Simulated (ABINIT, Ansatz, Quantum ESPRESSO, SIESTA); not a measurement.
**SnSe2 (P-3m1, 3 atoms in the cell) computed with different codes at matched settings**

Self-consistent single point.

```
CELL_PARAMETERS angstrom
      3.82576     0.00000     0.00000
     -1.91288     3.31321     0.00000
      0.00000     0.00000     6.45864
ATOMIC_POSITIONS crystal
  Sn 0.00000 0.00000 0.00000
  Se 0.66667 0.33333 0.75710
  Se 0.33333 0.66667 0.24290
```

Shared settings, as Ansatz (a quantum-chemistry and plane-wave program) writes them: kpoints.mp_grid.grid = 7 7 4; magnetization.spin_orbit = true; scf.occupations.method = fixed. Potentials and cutoffs stand in the table.

| code | model | pressure (GPa) | largest force (eV/Å) | gap on the mesh (eV) | cutoff |
|---|---|---|---|---|---|
| ABINIT | PBE, spin-orbit coupling, PAW (JTH v2.0 PBE PAW) | 2.64 | 0.364 | 0.802 | 40 Ry |
| Quantum ESPRESSO | PBE, spin-orbit coupling, PseudoDojo fully relativistic norm-conserving (PBE) pseudopotentials | 2.83 | 0.371 | 0.800 | 90 Ry |
| SIESTA | GGA PBE with spin-orbit coupling, numerical atomic orbitals DZP, PseudoDojo PBE fully relativistic norm-conserving potentials (rewritten from UPF to PSML) | – | 1.060 | 0.843 | grid 350 Ry |
| Ansatz | PBE with spin-orbit coupling, default PAW files | 2.72 | 0.360 | 0.808 | 30.9 Ry |

A dash marks a value that a program does not give, or that is left out as unsure.

Gaps are read on the mesh.

The spread over the programs that give each value: pressure within 0.19 GPa; largest force within 0.700 eV/Å; gap on the mesh within 0.043 eV.

SIESTA uses small atom-centred bases, whose incompleteness enters pressures, forces and empty levels differently from a plane-wave cutoff. Ansatz's pressure is given at a fixed set of plane waves, as the other plane-wave codes print theirs; with its correction for the finite basis it is 2.76 GPa. In the force vectors, SIESTA (by 0.696) lies more than 0.08 eV/Å from the median of the plane-wave programs.

The starting cell comes from a database of computed structures (which also holds hypothetical and non-ambient phases and stackings), without a prior relaxation at this level. Its lattice was rescaled by a random factor within 2.5 % of one.

Keys are those of Ansatz 0.2.
